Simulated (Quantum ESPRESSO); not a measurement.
**Habitual settings against a tight run: SiPt₅Pb (P4/mmm, 7 atoms in the cell)**

Self-consistent single point.

```yaml
crystal:
  lattice:
    - [4.07268, 0.00000, 0.00000]
    - [0.00000, 4.07268, 0.00000]
    - [0.00000, 0.00000, 7.34199]
  atoms:
    - { symbol: Si, position: [0.00000, 0.00000, 0.50000] }
    - { symbol: Pt, position: [0.00000, 0.50000, 0.30293] }
    - { symbol: Pt, position: [0.00000, 0.50000, 0.69707] }
    - { symbol: Pt, position: [0.50000, 0.00000, 0.30293] }
    - { symbol: Pt, position: [0.50000, 0.00000, 0.69707] }
    - { symbol: Pt, position: [0.00000, 0.00000, 0.00000] }
    - { symbol: Pb, position: [0.50000, 0.50000, 0.00000] }
```

Method: PBEsol, GBRV 1.5 ultrasoft (PBESOL) pseudopotentials (plane waves; Quantum ESPRESSO).

Base settings: ecutwfc = 40 Ry; ecutrho = 320 Ry; occupations = smearing; smearing = cold; degauss = 0.0073499 Ry; potentials = {Si: si_pbesol_v1.uspp.F.UPF, Pt: pt_pbesol_v1.4.uspp.F.UPF, Pb: pb_pbesol_v1.uspp.F.UPF}; K_POINTS = automatic 7 7 4 0 0 0; conv_thr = 1e-11 Ry; mixing_beta = 0.3.

Tight run (finer mesh or higher cutoff; not a proven limit): ecutwfc: 40 Ry → 56 Ry; ecutrho: 320 Ry → 448 Ry; conv_thr: 1e-11 Ry → 7.3e-11 Ry; K_POINTS: automatic 7 7 4 0 0 0 → automatic 10 10 6 0 0 0. It gave Fermi level (on the code's own zero) 17.45 eV; pressure -13.08 GPa; largest force (vector length) 0.113 eV/Å.

Quick runs, as changes from the base:
- A: the base itself
- B: ecutwfc: 40 Ry → 28 Ry; ecutrho: 320 Ry → 224 Ry; K_POINTS: automatic 7 7 4 0 0 0 → automatic 4 4 4 0 0 0
- C: ecutwfc: 40 Ry → 28 Ry; ecutrho: 320 Ry → 224 Ry; smearing: cold → fd; degauss: 0.0073499 Ry → 0.0147 Ry; K_POINTS: automatic 7 7 4 0 0 0 → automatic 8 8 8 1 1 1
- D: ecutwfc: 40 Ry → 24 Ry; ecutrho: 320 Ry → 192 Ry; smearing: cold → mp; degauss: 0.0073499 Ry → 0.019992 Ry; K_POINTS: automatic 7 7 4 0 0 0 → automatic 6 6 6 1 1 1
- E: smearing: cold → mp; degauss: 0.0073499 Ry → 0.036749 Ry; pseudopotentials: {Si: si_pbesol_v1.uspp.F.UPF, Pt: pt_pbesol_v1.4.uspp.F.UPF, Pb: pb_pbesol_v1.uspp.F.UPF} → {Si: si_lda_v1.uspp.F.UPF, Pt: pt_lda_v1.4.uspp.F.UPF, Pb: pb_lda_v1.uspp.F.UPF}; K_POINTS: automatic 7 7 4 0 0 0 → automatic 4 4 4 1 1 1 [LDA (PZ)]
- F: ecutwfc: 40 Ry → 32 Ry; ecutrho: 320 Ry → 256 Ry; smearing: cold → mp; degauss: 0.0073499 Ry → 0.0099958 Ry; conv_thr: 1e-11 Ry → 7.3e-06 Ry; pseudopotentials: {Si: si_pbesol_v1.uspp.F.UPF, Pt: pt_pbesol_v1.4.uspp.F.UPF, Pb: pb_pbesol_v1.uspp.F.UPF} → {Si: si_lda_v1.uspp.F.UPF, Pt: pt_lda_v1.4.uspp.F.UPF, Pb: pb_lda_v1.uspp.F.UPF}; K_POINTS: automatic 7 7 4 0 0 0 → automatic 6 6 6 0 0 0 [LDA (PZ)]

Energies are extrapolated to zero smearing width, which holds to low order in the width alone (under cold and Methfessel-Paxton smearing the free energy itself is taken).

Dashes: energy of E, F, another energy zero; pressure of F, not trusted under this conv_thr with d or f elements.

† marks runs with another functional, U, potentials or spin treatment: their distance from the tight run is not a convergence error alone.

The count of work is k-points × plane waves × bands × iterations; it is no time. Core times come from one kind of shared machine and are given to one figure; runs under 30 s give none.

The starting cell comes from a database of computed structures (which also holds hypothetical and non-ambient phases and stackings), without a prior relaxation at this level. Its lattice was rescaled by a random factor within 2.5 % of one. Spin polarisation is off. In the base run, with a pressure of about -14 GPa the cell is away from its equilibrium volume at this level.

| run | energy less tight (meV/atom) | pressure less tight (GPa) | largest miss in a force vector (eV/Å) | count of work / tight | core time / tight (rough) |
|---|---|---|---|---|---|
| A | 15.0 | -0.44 | 0.044 | 0.22 | 0.2 |
| B | 106.8 | -9.45 | 0.010 | 0.077 | 0.1 |
| C | 112.2 | -8.93 | 0.009 | 0.18 | 0.2 |
| D | 801.1 | -54.60 | 0.034 | 0.065 | 0.10 |
| E† | – | -4.30 | 0.034 | 0.043 | 0.1 |
| F† | – | – | 0.031 | 0.12 | 0.2 |

Among the runs at the tight run's level, the energy misses run from 15.0 to 801.1 meV/atom.
